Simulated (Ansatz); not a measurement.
Start from WS₂ (space group P6_3/mmc, No. 194; a = 3.115 Å, c = 11.772 Å; layered, stacked along the Cartesian z axis).

The values are results of PBEsol-D3(BJ), PAW, 420 eV (Ansatz, a quantum-chemistry and plane-wave program; spin-orbit coupling left out), not measurements.

Before the change:

The band gap is 0.65 eV and the valence-band top at Γ is 0.00, -1.26, -1.60 eV. The hole mass is 0.96 mₑ along c, 0.46 mₑ across (at Γ), the width of the top valence band is 2.05 eV and the smallest direct gap is 1.92 eV.

It is then changed as follows: the cell is scaled by 1.0240 in all directions, atoms relaxed at fixed cell.

### Question
Estimate the effect on the band gap.

### Answer
The band gap increases by 0.161 eV, from 0.65 eV to 0.82 eV.

### Question
Predict the new valence-band top at Γ.

### Answer
The valence-band top at Γ (three highest levels, from the VBM) goes from 0.00, -1.26, -1.60 eV to 0.00, -1.25, -1.37 eV.

### Question
How does this affect the hole mass?

### Answer
The hole mass changes from 0.96 mₑ along c, 0.46 mₑ across (at Γ) to 1.0 mₑ along c, 0.47 mₑ across (at Γ).

### Question
Estimate the effect on the width of the top valence band.

### Answer
The width of the top valence band shrinks by 0.08 eV (2.05 eV → 1.97 eV).

### Question
What happens to the smallest direct gap?

### Answer
The smallest direct gap decreases by 0.28 eV (1.92 eV → 1.64 eV).

Spin-orbit coupling, missing from the scalar runs, can matter with W. The cells carry an imposed strain or load. Effective masses come from finite differences of ±0.01 Å⁻¹. Whether these cells are dynamically stable was not tested.
